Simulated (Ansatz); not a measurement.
**SiO2 (P4₁2₁2, No. 92)**

Level of theory: PBE-D3(BJ) in Ansatz (plane waves, PAW).

Run with plane-wave cutoff 500 eV, 6×6×6 k mesh, gaussian smearing 0.02 eV, scalar-relativistic PAW data made under PBE.

Cell (relaxed at this level):

```
O2Si
1.0
    4.94326     0.00000     0.00000
    0.00000     4.94326     0.00000
    0.00000     0.00000     6.81544
Si O
4 8
Cartesian
  1.53099   1.53099   0.00000
  4.00262   0.94064   5.11158
  0.94064   4.00262   1.70386
  3.41227   3.41227   3.40772
  1.16064   0.61650   1.29310
  3.63227   1.85513   3.81848
  1.31099   3.08813   0.41076
  3.78262   4.32676   4.70082
  4.32676   3.78262   2.11462
  1.85513   3.63227   2.99696
  3.08813   1.31099   6.40468
  0.61650   1.16064   5.52233
```

- band gap: 5.65 eV (on the SCF k mesh)

Computed values are for the static lattice.

It cost about 5 core-minutes (a rough figure) of CPU time.

Ansatz is a first-principles code.
